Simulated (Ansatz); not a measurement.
The parent structure is KCl in the rock salt structure (space group Fm-3m, No. 225).

```
KCl
1.0
    0.00000     3.12135     3.12135
    3.12135     0.00000     3.12135
    3.12135     3.12135     0.00000
K Cl
1 1
Direct
  0.00000   0.00000   0.00000
  0.50000   0.50000   0.50000
```

Cartesian axes are those of the cell as printed.

Level of theory: Ansatz (an electronic-structure program), PBEsol, PAW, cutoff 420 eV, without spin-orbit coupling.

Base values:

| Property | Value |
|---|---|
| Band gap | 5.10 eV |

Modification: compressive biaxial strain of 1.25 % in the plane normal to [111], as in epitaxy on a mismatched substrate; the out-of-plane cell vector and the atoms relax.

Problem. How does this affect the band gap, ratio −ε⊥/ε∥ and energy relative to the base?

Solution. The band gap rises by 0.02 eV (5.10 eV → 5.12 eV); the ratio −ε⊥/ε∥ amounts to 1.06; the energy goes up by 0.8 meV/atom.

Stability against distortions was not tested.
